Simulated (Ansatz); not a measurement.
This Ansatz (a quantum-chemistry and plane-wave program) input is the reference run, FeS₂ (space group Pnnm, No. 58; non-magnetic), computed with PBEsol (Ansatz, PAW, no SOC):

Ansatz 0.2 input:
```yaml
crystal:
  lattice:
    - [4.3674791222, 0, 0]
    - [0, 5.3331456866, 0]
    - [0, 0, 3.3444109283]
  atoms:
    - { symbol: Fe, position: [0.5, 0.5, 0.5] }
    - { symbol: Fe, position: [0, 0, 0] }
    - { symbol: S, position: [0.7071763171, 0.8744250372, 0.5] }
    - { symbol: S, position: [0.2071763171, 0.6255749628, 0] }
    - { symbol: S, position: [0.7928236829, 0.3744250372, 0] }
    - { symbol: S, position: [0.2928236829, 0.1255749628, 0.5] }
basis: { ecutwfc: 420, ecutrho_ratio: 4, xc_grid: 2, fft_grid_basis: typed }
kpoints: { mp_grid: { grid: [8, 6, 10] } }
hamiltonian:
  xc: pbesol
  dispersion: none
  pseudopotentials: { kind: paw }
scf: { occupations: { method: fermi_dirac, width: 0.05 }, convergence: { dr2_threshold: 0.0000000006 } }
output: { forces: true, stress: true }
```

Task: Write the input for this change: compressive biaxial strain of 0.72 % in the plane normal to [001], as in epitaxy on a mismatched substrate; the out-of-plane cell vector and the atoms relax.

Result: 
Ansatz 0.2 input:
```yaml
crystal:
  lattice:
    - [4.3360332725, 0, 0]
    - [0, 5.2947470377, 0]
    - [0, 0, 3.3564508076]
  atoms:
    - { symbol: Fe, position: [0.5, 0.5, 0.5] }
    - { symbol: Fe, position: [0, 0, 0] }
    - { symbol: S, position: [0.7071763171, 0.8744250372, 0.5] }
    - { symbol: S, position: [0.2071763171, 0.6255749628, 0] }
    - { symbol: S, position: [0.7928236829, 0.3744250372, 0] }
    - { symbol: S, position: [0.2928236829, 0.1255749628, 0.5] }
basis: { ecutwfc: 420, ecutrho_ratio: 4, xc_grid: 2, fft_grid_basis: typed }
kpoints: { mp_grid: { grid: [8, 6, 10] } }
hamiltonian:
  xc: pbesol
  dispersion: none
  pseudopotentials: { kind: paw }
scf: { occupations: { method: fermi_dirac, width: 0.05 } }
relax: { f_tol: 0.005, max_steps: 50, cell: { stress_tol: 0.01, fix: [a, b, gamma] } }
output: { forces: true, stress: true }
checkpoint: { write: state.ck, write_every: 1000 }
```
This is the input that was run; other choices of cell and start would serve too.

Whether these cells are dynamically stable was not tested. Seeded moments were not kept for the base. The final runs are not spin-polarised.
